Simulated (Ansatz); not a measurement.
Partial pair distribution functions of a relaxed model of amorphous Si$_{30}$N$_{44}$Zr$_{3}$, broadened by 0.06 Å; density 3.30 g/cm³. Calculation: PBE, scalar-relativistic without spin-orbit coupling (plane waves to 420 eV, PAW; Ansatz, a program for electronic structure).

Preparation: random packing, a CHGNet melt and quench, and a DFT relaxation. N atoms were pushed apart under 1.9 Å during the dynamics, to hinder bonds among them. The hot cell started wider than the set density and was brought back towards it in steps. It is the lowest in DFT energy of 2 quenches. It is a model cell: composition and starting density were chosen by hand, and all elements were melted together. No dispersion term was used. Its density started from a set value of 3.30 and ended at 3.30 g/cm³. Cooling (nominally 380 K/ps over its main leg) ran many orders faster than in experiment, which tends to leave more defects and strain. Values belong to this one cell and scatter from quench to quench. Volume and shape were free in the relaxation.

```csv
r (Å),g Si-N,g N-Zr,g Si-Si,g N-N
1.45,0.00,0.00,0.00,0.00
1.55,0.32,0.00,0.00,0.00
1.65,4.65,0.00,0.00,0.00
1.75,10.50,0.00,0.00,0.00
1.85,4.36,0.01,0.00,0.00
1.95,0.57,0.39,0.00,0.00
2.05,0.18,2.33,0.00,0.00
2.15,0.06,3.39,0.00,0.00
2.25,0.07,4.85,0.08,0.00
2.35,0.02,3.54,0.39,0.17
2.45,0.01,0.71,0.42,0.76
2.55,0.06,0.54,0.54,0.86
2.65,0.05,0.57,0.77,1.67
2.75,0.06,0.68,1.41,3.15
2.85,0.20,0.17,2.35,3.85
2.95,0.33,0.03,2.79,3.04
3.05,0.50,0.73,3.04,1.96
3.15,0.74,1.24,2.91,1.22
3.25,0.94,0.45,2.00,0.80
3.35,1.16,0.59,1.09,0.61
3.45,1.25,0.28,0.40,0.68
3.55,1.32,0.59,0.36,0.43
3.65,1.23,0.55,0.37,0.54
3.75,1.30,0.84,0.33,0.52
3.85,1.18,0.96,0.42,0.40
3.95,1.20,1.25,0.35,0.64
4.05,1.36,1.21,0.61,0.56
4.15,1.49,0.85,0.85,0.37
4.25,1.67,1.38,0.73,0.45
4.35,1.66,1.22,0.68,0.77
4.45,1.40,1.48,0.76,0.85
4.55,1.16,1.00,0.83,0.88
```

Within 2.32 Å each Si has 4.07 N neighbours on average.
